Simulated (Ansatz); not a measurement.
For CsCl-type NaH (model structure), r²SCAN in Ansatz (plane waves, PAW) gives:

| Item | Value |
|---|---|
| equilibrium lattice constant a | 2.932 Å |
| formation enthalpy | -0.132 eV/atom |

**Question.** What does HSE06 (PAW; Ansatz, a program for electronic structure) give for the same quantities?

**Answer.** 
- lattice constant a: 2.943 Å (goes up by 0.4 %)
- formation enthalpy: -0.069 eV/atom (moves by +0.063 eV/atom)

Changes are worked out from the printed values.

Unless a cell is named, each level is at its own relaxed cell (r²SCAN 12.60, HSE06 12.74 Å³/atom).

Caveats: exact exchange on metals is sensitive to the k mesh and can open a false gap (HSE06). Ansatz's density-functional and Hartree–Fock values are scalar-relativistic unless marked +SOC, with PAW data made under PBE.

A model structure was made by putting elements into a prototype or built by hand; it is no filed structure, need not be a known phase, and can be a saddle point held by its symmetry.
